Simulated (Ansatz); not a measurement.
Density of states of Sn2Cu2La (P4/nmm, 10 atoms in the cell).

```xyz
10
Lattice="4.4640 0.0000 0.0000 0.0000 4.4640 0.0000 0.0000 0.0000 10.5090" Properties=species:S:1:pos:R:3 pbc="T T T"
Sn     0.0000     2.2320     9.2322
Sn     2.2320     0.0000     1.2768
Cu     0.0000     2.2320     6.6238
Cu     2.2320     0.0000     3.8852
La     0.0000     2.2320     2.5117
La     2.2320     0.0000     7.9973
Sn     0.0000     0.0000     5.2545
Sn     2.2320     2.2320     5.2545
Cu     0.0000     0.0000     0.0000
Cu     2.2320     2.2320     0.0000
```

Computed with PBEsol, default PAW files made with PBE (plane waves; Ansatz, a quantum-chemistry and plane-wave program).

SCF settings: basis.ecutwfc = 420 eV; kpoints.mp_grid.grid = 7 7 3; hamiltonian.xc = pbesol; hamiltonian.pseudopotentials = {kind: paw} (the program's default PAW files); scf.occupations.method = gaussian; scf.occupations.width = 0.136 eV. Keys of the DOS step: output.dos.nscf_kmesh.grid = 14 14 6.

The starting cell comes from a database of published, mostly measured structures (it also holds non-ambient and calculated ones), without a prior relaxation at this level. Spin polarisation is off.

Total DOS (both spins), as means of the tabulated values in each energy bin; the zero is the program's Fermi level or highest filled level, and the curve is cut to this window:

(E (eV), states/eV/cell): (-7.88, 3.62); (-7.62, 7.58); (-7.38, 1.84); (-7.12, 0.78); (-6.88, 0.61); (-6.62, 0.50); (-6.38, 0.43); (-6.12, 0.35); (-5.88, 0.31); (-5.62, 0.85); (-5.38, 1.13); (-5.12, 1.87); (-4.88, 4.06); (-4.62, 4.84); (-4.38, 7.63); (-4.12, 6.78); (-3.88, 11.0); (-3.62, 25.7); (-3.38, 37.8); (-3.12, 45.7); (-2.88, 20.4); (-2.62, 6.78); (-2.38, 6.48); (-2.12, 6.14); (-1.88, 6.82); (-1.62, 5.52); (-1.38, 6.12); (-1.12, 6.66); (-0.88, 6.06); (-0.62, 4.81); (-0.38, 4.84); (-0.12, 4.46); (0.12, 3.42); (0.38, 2.47); (0.62, 2.34); (0.88, 3.48)

Around zero the curve holds about 4.0 states/eV/cell.

Keys are those of Ansatz 0.2.
